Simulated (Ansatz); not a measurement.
## ZnCu in the CsCl type structure (space group Pm-3m, No. 221)

Space group Pm-3m (No. 221); a = 2.964 Å, b = 2.964 Å, c = 2.964 Å, α = 90.00°, β = 90.00°, γ = 90.00°

| atom | site | symmetry | x | y | z |
|---|---|---|---|---|---|
| Zn | 1b | m-3m | 0.5000 | 0.5000 | 0.5000 |
| Cu | 1a | m-3m | 0.0000 | 0.0000 | 0.0000 |

All numbers come from PBE (Ansatz, a program for electronic structure, PAW, scalar-relativistic without spin-orbit coupling). Γ-centred 16×16×16 mesh, Fermi–Dirac width 0.05 eV.

```yaml
volume_per_atom: 13.02 Å³
density: 8.22 g/cm³
band_gap: zero
total_energy: -4972.192 eV/atom (σ→0; compares only within this code and set-up)
```

Stability against distortions was not tested. The final runs are not spin-polarised.
